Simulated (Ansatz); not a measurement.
## Hg (R-3m, No. 166, 1 atom in the cell)

The numbers are results of r²SCAN+SOC (plane waves, PAW; Ansatz, an electronic-structure program), not measurements.

Run with plane-wave cutoff 560 eV, 20×20×20 k mesh, Fermi–Dirac smearing 0.05 eV, PAW data made under PBE.

Cell (relaxed at this level):

```cif
data_Hg
_chemical_formula_sum 'Hg1'
_space_group_name_H-M_alt 'P 1'
_space_group_IT_number 1
_cell_length_a 2.97169
_cell_length_b 2.97169
_cell_length_c 2.97169
_cell_angle_alpha 87.974
_cell_angle_beta 87.974
_cell_angle_gamma 87.974
loop_
_space_group_symop_operation_xyz
  'x, y, z'
loop_
_atom_site_label
_atom_site_type_symbol
_atom_site_fract_x
_atom_site_fract_y
_atom_site_fract_z
_atom_site_occupancy
Hg1 Hg 0.00000 0.00000 0.00000 1
```

```
Quantity            Value
---------------  --------
bulk modulus B0  35.6 GPa
band gap             none
```

Note: the relaxation could not lower the start's symmetry, so the cell can be a saddle point above a distorted one; the bulk modulus comes from volumes at which shape and atoms were relaxed.

The result took around 2.7 core-hours (rough).
